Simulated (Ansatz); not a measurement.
**KI: element substitutions**

Base system: KI in the CsCl type structure (space group Pm-3m, No. 221; a = 4.2919 Å; a model cell, its experimental status unchecked).

Each row replaces one element on all its sites; cell and atoms are relaxed.

The values are results of r2SCAN/PAW in Ansatz (a first-principles code), without spin-orbit coupling, not measurements.

| case | lattice parameter a | band gap |
|---|---|---|
| base | 8.111 bohr | 4.04 eV |
| K → Na | 7.633 bohr | 3.06 eV |
| I → Rh | 6.758 bohr | zero |
| I → Br | 7.513 bohr | 4.77 eV |

With I present, leaving out spin-orbit coupling can change the band edges. No phonon test of stability was made. As relaxed here, NaI and KRh are hypothetical phases, not in the database extracts checked. For KBr in this form, whether it has been made was not checked. All final runs are without spin polarisation. KRh has a high density of states at the Fermi level and may be magnetic at this level. This is not the structure that KI has at room temperature and ambient pressure. This is not the structure that KBr has at room temperature and ambient pressure.
